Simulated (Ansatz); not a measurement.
The starting structures come from a database of crystals and need not be the phases stable at ambient conditions.

 Where the default PAW files enter, the runs use the earlier of Ansatz's two default sets.

# Evanescent states of Sr3SbN (Pm-3m, anti-perovskite, not sure to be the ambient phase, 5 atoms a cell, 28.0 Å³ an atom) along the normal of (001)

Level of theory: r2SCAN (plane waves, PAW; Ansatz, a first-principles code).

The gap is the functional's own. No spin-orbit coupling. Mid-gap values are interpolated on the energy grid.

Energies count from the valence-band top; κ is the least over a 6×6 mesh across the current.

```csv
E (eV),κ (1/Å),where
0.03,0.031,Γ
0.07,0.050,Γ
0.12,0.061,Γ
0.17,0.068,Γ
0.23,0.072,Γ
0.28,0.073,Γ
0.33,0.073,Γ
0.38,0.070,Γ
0.42,0.064,Γ
0.47,0.056,Γ
0.53,0.043,Γ
0.57,0.015,Γ
```

**Question.** How thick must the barrier be to attenuate the transmission by 10^8 when the electrodes' Fermi level lies at 0.07 eV, and what attenuation does that film give at 0.33 eV?

**Answer.** d = 8 ln 10 / (2 × 0.050) = 184.2 Å. At 0.33 eV it gives 8 × 0.073/0.050 = 11.7 decades.
